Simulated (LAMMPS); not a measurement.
System: Mo (bcc), 250 atoms, at 2170 K and 0 GPa, heated as the crystal.

Model: MD with a machine-learned potential, pair style snap, file Mo_Zuo_JPCA2020.snap; code LAMMPS.

```yaml
state_found: crystal; no diffusion seen in 9.0 ps
density: 9.701 ± 0.001 g/cm³
volume_per_atom: 16.425 ± 0.002 Å³
enthalpy_per_atom: -10.251 ± 0.003 eV
first peak of g(r): 2.75 Å, height 3.2
coordination_number: 14.0 (counted to 3.82 Å)
most common Mo-Mo-Mo angle: in the 3° bin centred on 55.5° (mean of all 96°)
cost: roughly 9 core-minutes
```

Potential: file Mo_Zuo_JPCA2020.snap of the LAMMPS distribution; its header cites Y. Zuo, C. Chen, X, Li, Z. Deng, Y. Chen, J. Behler, G. Csányi, A. V. Shapeev, A. P. Thompson, M. A. Wood, S. P. Ong, "Performance and Cost Assessment of Machine Learning Interatomic Potentials" J. Phys. Chem. A 124, 4, 731-745 (2020).

States go by the mean squared displacement: a species diffuses where it passes 1.5 Å², still rises and gives D over 1e-6 cm²/s; a crystal has left its structure where atoms lie 0.35 Å off their sites on average or a cubic box changes its shape by 3 %.

Errors shown are sampling errors alone.
